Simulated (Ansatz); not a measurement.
O on the As site (broken-bond start) in zinc-blende BAs (start: the As site; started 0.95 Å off site, one bond broken; 64-site cell, 2×2×2 shifted sampling). Level of theory: PBE, PAW (plane waves to 420 eV; Ansatz, a first-principles code). Total energies of the localised charge states, counted from that of charge +1, and their image corrections (point charge with alignment); the host's valence-band maximum lies at 10.804 eV on the cells' energy zero and its gap is 1.20 eV.

```tsv
charge	moment (μB)	E − E(first) (eV)	correction (eV)
+1	not spin-polarised	0.000	-0.093
0	1.0	10.924	0.000
```

Q: Derive the transition levels above the valence-band maximum and say which of them are thermodynamic.

A: A level is the Fermi energy at which two charges have equal formation energy: ε(q/q′) = [E(q′) + corr(q′) − E(q) − corr(q)] / (q − q′) − E_VBM.
ε(+1/0) = [(10.924 + 0.000) − (0.000 + -0.093)] / 1 − 10.804 = 0.21 eV
Thermodynamic levels at least 0.1 eV inside the gap: (+1/0) at 0.21 eV. They hold to tenths of an eV in this cell. Only the charges listed were compared. Charge −1 has its level within 0.1 eV of a band edge or past it. The geometries come from one start. Flagged in the runs: a strain field that reaches the edge of the cell.
